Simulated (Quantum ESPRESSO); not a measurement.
Quantum ESPRESSO run on Rh (Fm-3m, 1 atom in the cell): self-consistent single point.

Method: PBE, PSlibrary PAW (PBE) pseudopotentials (plane waves; Quantum ESPRESSO).

The change in words: lattice scaled by 0.98; ecutwfc: 60 Ry → 66 Ry; ecutrho: 420 Ry → 462 Ry. Reference geometry:
```
CELL_PARAMETERS angstrom
      0.00000     1.90950     1.90950
      1.90950     0.00000     1.90950
      1.90950     1.90950     0.00000
ATOMIC_POSITIONS crystal
  Rh 0.00000 0.00000 0.00000
```

Reference input (self-consistent single point, DFT, PBE, plane waves, PSlibrary PAW (PBE) pseudopotentials): ecutwfc = 60 Ry; ecutrho = 420 Ry; occupations = smearing; smearing = fermi-dirac; degauss = 0.0073499 Ry; potentials = {Rh: Rh.pbe-spn-kjpaw_psl.1.0.0.UPF}; K_POINTS = automatic 9 9 9 0 0 0; conv_thr = 1e-11 Ry; mixing_beta = 0.7. This run's input differs from it in these lines:

```diff
@@ -10,7 +10,7 @@
     ibrav = 0
-    celldm(1) = 5.10309352
+    celldm(1) = 5.00103165
     nat = 1
     ntyp = 1
-    ecutwfc = 60
-    ecutrho = 420
+    ecutwfc = 66
+    ecutrho = 462
     occupations = 'smearing'
```

The program printed (abridged):

```
     Self-consistent Calculation

     iteration #  1     ecut=    66.00 Ry     beta= 0.70

     Threshold (ethr) on eigenvalues was too large:
     Diagonalizing with lowered threshold

     total energy              =    -470.16544476 Ry
     estimated scf accuracy    <       0.00497427 Ry

     iteration #  2     ecut=    66.00 Ry     beta= 0.70

     total energy              =    -470.16652220 Ry
     estimated scf accuracy    <       0.00236433 Ry

     iteration #  3     ecut=    66.00 Ry     beta= 0.70

     total energy              =    -470.16710900 Ry
     estimated scf accuracy    <       0.00005292 Ry

   [... 3 blocks of this kind left out ...]

     iteration #  7     ecut=    66.00 Ry     beta= 0.70

     total energy              =    -470.16711452 Ry
     estimated scf accuracy    <          2.0E-10 Ry

     iteration #  8     ecut=    66.00 Ry     beta= 0.70
     End of self-consistent calculation

     the Fermi energy is    24.0844 ev

!    total energy              =    -470.16711452 Ry
     estimated scf accuracy    <          1.2E-12 Ry
     smearing contrib. (-TS)   =      -0.00277897 Ry
     internal energy E=F+TS    =    -470.16433555 Ry

     convergence has been achieved in   8 iterations

     Forces acting on atoms (cartesian axes, Ry/au):

     atom    1 type  1   force =     0.00000000    0.00000000    0.00000000

     Total force =     0.000000     Total SCF correction =     0.000000

          total   stress  (Ry/bohr**3)                   (kbar)     P=      211.24
   0.00143597   0.00000000   0.00000000          211.24        0.00        0.00
   0.00000000   0.00143597   0.00000000            0.00      211.24        0.00
   0.00000000   0.00000000   0.00143597            0.00        0.00      211.24

   JOB DONE.
```

The run converged in 8 iterations. Against the reference run the free energy goes up by 48.9 meV/atom and the pressure goes from 1.79 to 21.12 GPa.

The starting cell has typed, rounded lattice constants, without a prior relaxation at this level. Its lattice was rescaled by up to half a per cent. For this run, on top of that: lattice scaled by 0.98. Spin polarisation is off.
